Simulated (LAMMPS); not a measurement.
An MD run on Si (diamond structure), a cell 114 Å long along the (001) normal (4200 atoms) with 68 % of it melted and the whole then held at 1600 K and zero normal pressure.

All values are model results, not measurements: classical MD, pair style edip, file Si.edip; code LAMMPS.

| t (ps) | crystalline share |
|---|---|
| 0.000 | 0.323 |
| 15.00 | 0.292 |
| 30.00 | 0.282 |
| 45.00 | 0.267 |
| 60.00 | 0.243 |
| 75.00 | 0.220 |
| 90.00 | 0.200 |
| 105.0 | 0.194 |
| 120.0 | 0.180 |
| 135.0 | 0.178 |
| 150.0 | 0.160 |
| 165.0 | 0.158 |
| 180.0 | 0.140 |
| 195.0 | 0.135 |
| 210.0 | 0.124 |
| 225.0 | 0.116 |
| 240.0 | 0.106 |
| 255.0 | 0.078 |

Task: From these data, give the interface speed (growth positive), the direction.

Result: The speed of each of the two interfaces is the slope of the share times half the cell length. interface speed (growth positive): -4.9 ± 0.5 m/s; direction: the crystal melts back.
